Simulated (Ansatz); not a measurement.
Si (P6_3/mmc), r2SCAN with spin-orbit coupling, rigid bands in Ansatz (a first-principles code): Condition of this run: biaxial stress in the c plane of -1.8 GPa (compression positive) (the target of the relaxation). band gap 0.57 eV, N_c = 2.84e19 cm⁻³ and N_v = 8.01e18 cm⁻³ at 300 K, conductivity masses along x (a = (3.86, 0.00, 0.00) Å; b = (-1.93, 3.34, 0.00) Å; c = (0.00, 0.00, 6.31) Å) of 0.203 mₑ (electrons) and 0.389 mₑ (holes). Take k_BT = 0.02585 eV.

Task: What thermal injection velocity √(2k_BT/πm) limits a ballistic channel along the direction named?

Result: 1.19e7 cm/s for electrons and 8.63e6 cm/s for holes, a ratio of √(m_h/m_e) = 1.38, for dilute carriers.

Task: Find the intrinsic carrier density and the intrinsic Fermi level.

Result: n_i = √(N_c N_v) exp(−E_g/2k_BT) = 1.51e19 × exp(−11.02) = 2.5e14 cm⁻³. The level lies (k_BT/2) ln(N_v/N_c) = -16 meV from mid-gap (positive towards the conduction band). Each 0.1 eV added to the gap lowers n_i by a factor of 6.9.

Task: A film of it is 8 nm thick, with its normal along the direction named. Estimate the confinement energies in an infinite well.

Result: ħ²π²/(2m t²) = 0.376 eV·nm²/(m/mₑ × t²) gives 28.9 meV for electrons and 15.1 meV for holes, so the gap would widen to about 0.61 eV. Finite barriers and nonparabolic bands lower this, and with several valleys or bands the heaviest mass along the normal sets the lowest level, not this average.

Rigid, parabolic bands with the computed gap; masses take one relaxation time for all states. Geometry: cell and atoms relaxed with PBEsol.
